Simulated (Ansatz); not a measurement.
# BiB in the zinc blende structure (space group F-43m, No. 216; a hypothetical phase, not in the database extracts checked)

```
CELL_PARAMETERS angstrom
      0.00000     2.72836     2.72836
      2.72836     0.00000     2.72836
      2.72836     2.72836     0.00000
ATOMIC_POSITIONS crystal
  Bi 0.75000 0.75000 0.75000
  B  0.00000 0.00000 0.00000
```

Level of theory: PBEsol/PAW in Ansatz (a quantum-chemistry and plane-wave program), scalar-relativistic without spin-orbit coupling, earlier PAW set. k-mesh 10×10×10 (Γ-centred); smearing 0.05 eV (Fermi–Dirac).

```yaml
volume_per_atom: 20.31 Å³
density: 8.99 g/cm³
band_gap: 0.43 eV, direct at Γ
electron_mass: 0.033 mₑ
Hole mass (degenerate bands, along [100]): 0.032, 0.22, 0.22 mₑ
Lowest conduction-band minima above the VBM: Γ 0.43 eV; L along ⟨111⟩ 0.45 eV; a point along ⟨100⟩, about 0.9 Å⁻¹ from Γ 0.62 eV
total_energy: -6197.777 eV/atom (σ→0; compares only within this code and set-up)
```

Spin-orbit coupling, missing from the scalar runs, can matter with Bi. Effective masses come from finite differences of ±0.01 Å⁻¹. Stability against distortions was not tested.
